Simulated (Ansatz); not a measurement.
Cost and result by functional for the adsorption energy of SiH2 on the (100) surface of germanium (2x1 monohydride; a constructed slab, bottom: dihydride, held), one in a cell of 66 Å², started at the site 'bridge H-H (span 4.1 Å)', in Ansatz (plane waves, PAW). Single points on the PBE structure, on one kind of machine; costs are rough ratios of the slab run's core time (references not counted) to the cheapest single point. r2SCAN's cost holds its higher cutoff (500 against 420 eV). Differences are taken against r2SCAN for comparison alone: no measured value is at hand, so the table doesn't rank accuracy.

Slab: 47 atoms, 12.3 Å thick at the start with caps and adatoms under the adsorbate (thin: gaps and levels are the slab's own); k 3x3x1, smearing 0.01 eV, dipole-corrected; 24 atoms held, the rest relaxed; held to the start's symmetry, so lower structures may exist; no spin, no spin-orbit, no U, no dispersion correction. At the end it is bonded to 2 Ge. In PBE it is, or lies within 0.03 eV of, the lowest of the starts that converged. These notes are the PBE run's. Adsorption energies are against SiH4(g) − H2(g). A negative adsorption energy means that the adsorbate is more stable on the surface than in its reference.

| functional | relative cost | adsorption energy (eV) | less r2SCAN (eV) |
|---|---|---|---|
| RPBE | 1 | 2.19 | -0.08 |
| r2SCAN | 2 | 2.27 | 0.00 |
| PBE (the relaxed run's value) | – | 2.01 | -0.26 |

The values span 0.26 eV, while the single points' costs differ by a factor of roughly 2. Differences are of unrounded values.

Ansatz is a quantum-chemistry and plane-wave program.
